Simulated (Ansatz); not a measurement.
## Hypothetical diamond Bi, pressure series

The parent structure is Bi in the diamond structure (space group Fd-3m, No. 227; a = 7.289 Å; a hypothetical phase, not in the database extracts checked).

Cell and atoms are relaxed at each pressure.

Levels (all Ansatz, a quantum-chemistry and plane-wave program, PAW): PBE (420 eV, without spin-orbit coupling); PBEsol (420 eV, scalar-relativistic without spin-orbit coupling).

The base cell above is that of PBE; each level relaxes its own structures.

```csv
case,"lattice parameter a, PBE","lattice parameter a, PBEsol"
pressure −2 GPa,7.495 Å,…
pressure −1 GPa,7.383 Å,7.246 Å
pressure 0.3 GPa,7.265 Å,7.143 Å
pressure 0.7 GPa,7.233 Å,7.115 Å
pressure 1.5 GPa,7.175 Å,7.064 Å
pressure 3 GPa,7.080 Å,6.979 Å
pressure 5 GPa,6.975 Å,…
pressure 7.5 GPa,6.867 Å,…
pressure 10 GPa,6.777 Å,…
```

Some entries are withheld; estimate them.


- pressure −2 GPa, lattice parameter a, PBEsol: 7.341 Å
- pressure 5 GPa, lattice parameter a, PBEsol: 6.885 Å
- pressure 7.5 GPa, lattice parameter a, PBEsol: 6.785 Å
- pressure 10 GPa, lattice parameter a, PBEsol: 6.702 Å

PBE lies above PBEsol in every row, by 0.075 Å to 0.154 Å. They put the cases in the same order.

Load acts through the strain it causes; cell and atoms are relaxed under it. No phonon test of stability was made. No other phases were tried under pressure.
